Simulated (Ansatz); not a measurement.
**Pressure series in CaBi2**

The parent structure is CaBi₂ (space group Cmcm, No. 63; a = 4.7364 Å, b = 17.1549 Å, c = 4.5132 Å; a cell from a computed database, its experimental status unchecked).

Cell and atoms are relaxed at each pressure.

The values are results of r2SCAN+rVV10 in Ansatz (plane waves to 500 eV, PAW, scalar-relativistic without spin-orbit coupling), not measurements.

Two rows of this table had their results exchanged by mistake.

| pressure | volume per atom (Å³) | shortest distance (Å) | band gap |
|---|---|---|---|
| pressure −1 GPa | 31.34 | 3.159 | zero |
| pressure 0.3 GPa | 30.35 | 3.148 | zero |
| pressure 0.7 GPa | 30.08 | 3.145 | zero |
| pressure 1.5 GPa | 29.57 | 3.138 | zero |
| pressure 3 GPa | 28.73 | 3.127 | zero |
| pressure 5 GPa | 25.96 | 3.075 | zero |
| pressure 7.5 GPa | 26.79 | 3.092 | zero |
| pressure 10 GPa | 27.78 | 3.111 | zero |

### Question
Which two?

### Answer
The rows for pressure 5 GPa and pressure 10 GPa: the volume has to fall steadily with pressure, so 27.78 Å³ belongs to pressure 5 GPa and 25.96 Å³ to pressure 10 GPa.

Load acts through the strain it causes; cell and atoms are relaxed under it. Whether these cells are dynamically stable was not tested. Competing high-pressure phases were not computed.

Ansatz is a quantum-chemistry and plane-wave program.
